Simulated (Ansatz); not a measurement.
rutile-type MgF2 (1 1 0) on rutile SnO2 (1 1 0) (film strained to the substrate, started from cuts of the bulks and a machine-learned relaxation; metallic at this level, with no gap by band count; slabs Sn8O14 and Mg8F14, which can lie off the formulas)

A periodic stack without vacuum, rutile-type MgF2 (1 1 0) on rutile SnO2 (1 1 0) (film strained to the substrate, started from cuts of the bulks and a machine-learned relaxation; metallic at this level, with no gap by band count; slabs Sn8O14 and Mg8F14, which can lie off the formulas): substrate slab Sn8O14, film Mg8F14, surface cells [[0, 1], [-1, 0]] and [[0, 1], [-1, 0]], film strained by +2.8 and +4.7 %, outermost planes OSn/OSn and FMg/FMg as cut, which need not be the usual terminations and can put a slab off its formula.

The start was prepared with a machine-learned potential, and the result is one local minimum, with the in-plane cell held and forces under 0.04 eV/Å; the film can end far from its bulk form.

Computed with PBE (plane waves to 420 eV, PAW; Ansatz, a program for electronic structure). Scalar-relativistic, without spin–orbit coupling; the runs are not spin-polarised. Its k-point mesh 4×7×1, Fermi–Dirac width 0.05 eV.

```
Property                                                                                   Result
--------------------------------------------------------------------------------  ---------------
interface area                                                                            22.1 Å²
period                                                                                    25.65 Å
heights between the nearest atoms of the two slabs at the two interfaces          1.39 and 1.28 Å
Mg–O contacts across the interfaces within 1.22 times the sum of covalent radii    6, mean 2.18 Å
Mg–Sn contacts across the interfaces within 1.22 times the sum of covalent radii   2, mean 3.10 Å
```

```xyz
44
Lattice="6.8232 0.0033 0.3177 0.0057 3.2335 -0.1819 4.5878 -2.2644 26.0601" Properties=species:S:1:pos:R:3 pbc="T T T"
Sn     2.5495    -0.5974     1.4487
Sn     6.1428     1.0716     2.1134
O      3.9094     1.6851     0.0751
O      1.1794     1.1361     0.6315
Sn     6.8852    -0.4108     5.3334
Sn     3.4470     1.1759     4.8874
O      7.1736    -0.5070     3.2671
O      1.3636     1.2075     5.0923
O      5.5631     1.1911     4.9460
O      3.4146    -0.5234     3.6429
Sn     3.1956    -0.2340     8.3599
Sn     6.6615     1.3942     8.6538
O      3.5212    -0.3561     6.3387
O      4.5337     1.4024     8.6740
O      1.9092     1.3771     8.1320
O      6.5749    -0.2970     7.4149
Sn     7.5816    -0.0359    12.2207
Sn     3.9834     1.5522    11.2820
O      6.7280    -0.1442    10.1556
O      8.9581     1.6241    12.7729
O      6.3799     1.5922    13.1201
O      2.8488    -0.1162    10.4208
Mg     9.2590    -1.4880    15.0050
Mg     5.8829     0.1668    14.7270
F      3.8263     0.1243    14.4821
F      7.9734     0.1341    15.0102
Mg     5.7397    -1.2764    18.0647
Mg     9.1643     0.3400    18.1719
F      5.7429    -1.3855    16.0349
F      7.0775     0.3375    17.9830
F      4.4235     0.3384    17.9176
F      9.2883    -1.3580    16.9779
Mg     9.0004    -1.0775    21.5173
Mg     5.5795     0.5210    21.2398
F      9.0660    -1.2018    19.5032
F     10.3267     0.5321    21.4061
F      7.6635     0.5343    21.3475
F      5.6718    -1.1654    20.0408
Mg     5.4816    -0.9591    24.5762
Mg     8.8475     0.8334    24.7056
F      5.4432    -1.0303    22.5716
F      6.7468     0.6701    24.3515
F      4.1199     0.7127    24.5729
F      9.0000    -0.9349    23.4924
```
